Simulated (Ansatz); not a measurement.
Data:

```xyz
5
Lattice="5.8044 0.0000 0.0000 0.0000 5.8044 0.0000 0.0000 0.0000 5.8044" Properties=species:S:1:pos:R:3 pbc="T T T"
Cs     0.0000     0.0000     0.0000
Pb     2.9022     2.9022     2.9022
Cl     2.9022     0.0000     2.9022
Cl     0.0000     2.9022     2.9022
Cl     2.9022     2.9022     0.0000
```

No spin polarisation.

The values are results of PBE/PAW in Ansatz (a program for electronic structure), no spin-orbit coupling, not measurements. k-mesh 6×6×6 (Γ-centred); smearing 0.05 eV (Fermi–Dirac).

Task: What electron mass (degenerate bands, along [100]) does the calculation give?

Result: 0.13, 0.99, 0.99 mₑ (at R).

Task: What is the computed band gap?

Result: 2.33 eV.

Spin-orbit coupling, missing from the scalar runs, can matter with Pb. The cells carry an imposed strain or load. Effective masses come from finite differences of ±0.01 Å⁻¹. Whether these cells are dynamically stable was not tested. The cell was made from CsPbCl$_{3}$ in the cubic perovskite structure (space group Pm-3m, No. 221) by this change: isotropic strain +1.20 %. Many cubic perovskites are stable only at high temperature; tilts and polar distortions were not tested. This is not the structure that CsPbCl3 has at room temperature and ambient pressure.
